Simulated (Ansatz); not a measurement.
**Short convergence ladders for VSe2 (P3m1, 3 atoms in the cell)**

```yaml
crystal:
  lattice:
    - [3.40918, 0.00000, 0.00000]
    - [-1.70459, 2.95244, 0.00000]
    - [0.00000, 0.00000, 6.31796]
  atoms:
    - { symbol: V, position: [0.00000, 0.00000, 0.00791], spin: 2.0 }
    - { symbol: Se, position: [0.66667, 0.33333, 0.75873] }
    - { symbol: Se, position: [0.33333, 0.66667, 0.24127] }
```
(The spins are starting values, not results.)

Base method: LDA (PW92), default PAW files made with PBE (plane waves; Ansatz, a first-principles code).

Base settings: basis.ecutwfc = 420 eV; kpoints.mp_grid.grid = 11 11 5; hamiltonian.xc = lda; hamiltonian.pseudopotentials = {kind: paw} (the program's default PAW files); magnetization.spin_polarized = true; scf.occupations.method = gaussian; scf.occupations.width = 0.1 eV.

The count of work is k-points × plane waves × bands × iterations; it is no time. 

**The k-point mesh**

Only quantities that move along the ladder and can be compared are tabulated.

The magnetic state is not the same in all runs (site moments differ, or a search went on to a lower state), so steps between rows are not convergence errors alone.

| kpoints.mp_grid.grid | free energy less the last step's (meV/atom) | pressure (GPa) | largest difference of a force vector from the last step's (eV/Å) | net moment (μB/atom) | count of work / last |
|---|---|---|---|---|---|
| 2 2 1 | 328.70 | -5.61 | 0.745 | 0.178 | 0.0053 |
| 3 3 2 | 8.67 | -7.12 | 0.139 | 0.038 | 0.017 |
| 5 5 3 | -1.79 | -6.78 | 0.096 | 0.000 | 0.034 |
| 7 7 4 | -2.73 | -6.35 | 0.022 | 0.206 | 0.080 |
| 9 9 4 | -0.39 | -6.30 | 0.013 | 0.206 | 0.11 |
| 11 11 5 | 0.07 | -6.40 | 0.011 | 0.184 | 0.18 |
| 20 20 9 | 0.00 | -6.50 | 0.000 | 0.160 | 1.0 |

State of the net moment at the end of the ladder: still drifting one way, by 0.046 μB/atom over the last two steps, so the last step is no safe reference.

**The k-point mesh at a smearing width of 0.02 eV**

In this ladder: scf.occupations.width = 0.02 eV.

Only quantities that move along the ladder and can be compared are tabulated.

The magnetic state is not the same in all runs (site moments differ, or a search went on to a lower state), so steps between rows are not convergence errors alone.

| kpoints.mp_grid.grid | free energy less the last step's (meV/atom) | pressure (GPa) | largest difference of a force vector from the last step's (eV/Å) | net moment (μB/atom) | count of work / last |
|---|---|---|---|---|---|
| 4 4 2 | -1.48 | -6.84 | 0.116 | 0.042 | 0.017 |
| 6 6 3 | -1.19 | -6.36 | 0.045 | 0.204 | 0.028 |
| 8 8 4 | -2.17 | -6.33 | 0.017 | 0.201 | 0.064 |
| 12 12 6 | 0.02 | -6.42 | 0.010 | 0.186 | 0.20 |
| 22 22 10 | 0.00 | -6.45 | 0.000 | 0.176 | 1.0 |

State of the net moment at the end of the ladder: still drifting one way, by 0.025 μB/atom over the last two steps, so the last step is no safe reference.

Coarsest kpoints.mp_grid.grid that holds the forces within 0.02 eV/Å: not settled: the last two steps still differ by 0.010 eV/Å, over half the tolerance, so the ladder does not show it.

Coarsest kpoints.mp_grid.grid that holds the free energy within 0.5 meV/atom of the last step, with all finer ones: 12 12 6, at 0.20 of the last step's count of work; the step before is off by 2.2 meV/atom.

**The k-point mesh at a smearing width of 0.3 eV**

In this ladder: scf.occupations.width = 0.3 eV.

Only quantities that move along the ladder and can be compared are tabulated.

At this width the smearing has changed the magnetic state: the net moment ends at 0.00 against 0.18 μB/atom in the base run.

```csv
kpoints.mp_grid.grid,free energy less the last step's (meV/atom),pressure (GPa),largest difference of a force vector from the last step's (eV/Å),count of work / last
4 4 2,3.93,-6.81,0.101,0.015
6 6 3,-0.74,-6.66,0.017,0.034
8 8 4,-0.29,-6.64,0.010,0.074
12 12 6,0.04,-6.63,0.001,0.24
22 22 10,0.00,-6.64,0.000,1.0
```

Coarsest kpoints.mp_grid.grid that holds the pressure within 0.1 GPa of the last step, with all finer ones: 6 6 3, at 0.034 of the last step's count of work; the step before is off by 0.17 GPa.

Coarsest kpoints.mp_grid.grid that holds the forces within 0.005 eV/Å of the last step, with all finer ones: 12 12 6, at 0.24 of the last step's count of work; the step before is off by 0.010 eV/Å.

Coarsest kpoints.mp_grid.grid that holds the free energy within 0.5 meV/atom of the last step, with all finer ones: 8 8 4, at 0.074 of the last step's count of work; the step before is off by 0.74 meV/atom.

On the base run: the starting cell comes from a database of computed structures (which also holds hypothetical and non-ambient phases and stackings), without a prior relaxation at this level. Its lattice was rescaled by up to half a per cent. One atom was moved a little off its site on purpose. With one magnetic atom in the cell only a parallel order is possible. In the base run, with a pressure of about -6 GPa the cell is away from its equilibrium volume at this level. Ansatz's pressure includes its estimate of the finite-basis (Pulay) stress.

Keys are those of Ansatz 0.2.
